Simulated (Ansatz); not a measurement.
For Nb3Au (Cmmm), PBEsol, DFPT electron-phonon coupling, linearised Boltzmann equation (Ansatz, a quantum-chemistry and plane-wave program) gives a transport coupling λ_tr = 0.419 and a Drude plasma energy ħω_p = 4.54 eV along z (a = (1.71, -2.18, 0.00) Å; b = (1.71, 2.18, 0.00) Å; c = (0.00, 0.00, 9.27) Å).

Q: Estimate the resistivity at 300 K from the high-temperature formula ρ = 2π λ_tr k_B T / (ħ ε₀ ω_p²), and say how the full Boltzmann solution compares.

A: The scattering rate is 1/τ = 2π λ_tr k_B T/ħ = 1.03e14 s⁻¹ and ω_p = 6.90e15 s⁻¹, so ρ ≈ 24.5 μΩ·cm. The Boltzmann solution gives 23.3 μΩ·cm, 0.95 times the estimate.

A metal at this level (no band gap). Only scattering by harmonic phonons is included (no impurities, grain boundaries, electron-electron scattering or thermal expansion). Spin-orbit coupling is left out, which matters with elements this heavy. The self-energy correction of the phonons between q points moved λ by about 2 %. Halving the electron mesh (32x32x12) moves the resistivity by up to 6 % at 300 K, the coupling by up to 3 %. Smearing 0.20 eV; phonons on a 5x5x2 q mesh, which this run doesn't test.

Computed structure with no diffraction record at hand here (it may be known, metastable or hypothetical): Nb3Au (Cmmm).
